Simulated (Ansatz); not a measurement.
We consider La2Hf2O7 (Fd-3m, No. 227, 22 atoms in the cell; start mp-12533), described by PBEsol+SOC (PAW; Ansatz, a quantum-chemistry and plane-wave program).

Run with plane-wave cutoff 520 eV, 6×6×6 k mesh, Fermi–Dirac smearing 0.01 eV, PAW data made under PBE.

Cell (relaxed with PBEsol):

```cif
data_Hf4La4O14
_chemical_formula_sum 'La4 Hf4 O14'
_space_group_name_H-M_alt 'P 1'
_space_group_IT_number 1
_cell_length_a 7.57258
_cell_length_b 7.57258
_cell_length_c 7.57258
_cell_angle_alpha 60.000
_cell_angle_beta 60.000
_cell_angle_gamma 60.000
loop_
_space_group_symop_operation_xyz
  'x, y, z'
loop_
_atom_site_label
_atom_site_type_symbol
_atom_site_fract_x
_atom_site_fract_y
_atom_site_fract_z
_atom_site_occupancy
La1 La 0.12500 0.62500 0.12500 1
La2 La 0.12500 0.12500 0.12500 1
La3 La 0.62500 0.12500 0.12500 1
La4 La 0.12500 0.12500 0.62500 1
Hf1 Hf 0.62500 0.12500 0.62500 1
Hf2 Hf 0.62500 0.62500 0.62500 1
Hf3 Hf 0.12500 0.62500 0.62500 1
Hf4 Hf 0.62500 0.62500 0.12500 1
O1 O 0.00000 0.00000 0.00000 1
O2 O 0.25000 0.25000 0.25000 1
O3 O 0.29364 0.29364 0.70636 1
O4 O 0.54364 0.54364 0.95636 1
O5 O 0.70636 0.70636 0.29364 1
O6 O 0.95636 0.95636 0.54364 1
O7 O 0.70636 0.29364 0.29364 1
O8 O 0.95636 0.54364 0.54364 1
O9 O 0.29364 0.70636 0.70636 1
O10 O 0.54364 0.95636 0.95636 1
O11 O 0.29364 0.70636 0.29364 1
O12 O 0.54364 0.95636 0.54364 1
O13 O 0.70636 0.29364 0.70636 1
O14 O 0.95636 0.54364 0.95636 1
```

Problem. Estimate the band gap that the calculation returns.

Solution. 
band gap: 4.13 eV (on the SCF k mesh)

Static lattice: no zero-point or thermal effects.

It cost around 6 core-minutes (rough) of CPU time.

A start named mp-… is a Materials Project structure, which need not be a measured phase.
